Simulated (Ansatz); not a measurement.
Consider the following.

```yaml
crystal:
  lattice:
    - [3.64856, 0.00000, 0.00000]
    - [1.82428, 3.15975, 0.00000]
    - [1.82428, -1.05325, 3.01644]
  atoms:
    - { symbol: Mg, position: [0.00000, 0.00000, 0.00000] }
    - { symbol: S, position: [0.00000, 0.50000, 0.50000] }
```

No spin polarisation.

The values are results of DFT with r2SCAN, PAW potentials and a 500 eV plane-wave cutoff in Ansatz (a first-principles code), no SOC, not measurements. Γ-centred 11×11×11 mesh, Fermi–Dirac width 0.05 eV.

**Question.** Estimate the smallest direct gap.

**Answer.** 4.70 eV.

**Question.** What is the computed space group?

**Answer.** R-3m (No. 166).

The cells carry an imposed strain or load. No phonon test of stability was made. The cell was made from MgS in the rock salt structure (space group Fm-3m, No. 225) by this change: biaxial strain −0.83 %, plane normal [111], relaxed out of plane.
